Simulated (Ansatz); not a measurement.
Take Sc in the hcp (Mg type) structure (space group P6_3/mmc, No. 194; a = 3.318 Å, c = 5.186 Å; relaxed with 0.1 eV smearing) as the base.

The values are results of PBE (Ansatz, a program for electronic structure; PAW; 420 eV plane waves; no spin-orbit coupling), not measurements.

Strains are applied to the cell and any free atomic positions relax.

One change was made to it. Results:

The energy rises by 0.9 meV/atom; the pressure (mean of the normal stresses, compression positive) goes from zero to -0.8 GPa.

Q: Name the change that was made.
A. isotropic strain +2.50 %
B. isotropic strain +0.50 %
C. isotropic strain +3.00 %

A: B, isotropic strain +0.50 %. For comparison, the energy relative to the base in the other runs: isotropic strain +2.50 % gives +22 meV/atom; isotropic strain +3.00 % gives +31 meV/atom.

Stability against distortions was not tested. All final runs are without spin polarisation.
